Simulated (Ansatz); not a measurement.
# Response to strain in Al

The reference is Al in the fcc (Cu type) structure (space group Fm-3m, No. 225; a = 4.015 Å; relaxed with 0.1 eV smearing).

Strains are applied to the cell and any free atomic positions relax.

Level of theory: Ansatz (an electronic-structure program) PBEsol, without spin-orbit coupling.

| isotropic strain (%) | pressure (GPa) |
|---|---|
| -3 | 9.2 |
| -2.5 | 7.4 |
| -1.5 | 4.1 |
| -1 | 2.6 |
| 0 | 0.0 |
| 0.5 | -1.2 |
| 1 | ? |
| 2 | -4.3 |
| 2.5 | -5.1 |

Problem. Fit P = P₀ − Bδ + Cδ² with δ = (1 + ε)³ − 1 to the rows shown and predict the withheld row.

Solution. Least squares on the printed values gives P₀ = -0.1 GPa, B = 84.2 GPa, C = 243 GPa (largest residual 0.1 GPa); this predicts -2.4 GPa, and the run gives -2.3 GPa, in agreement.

No phonon test of stability was made.
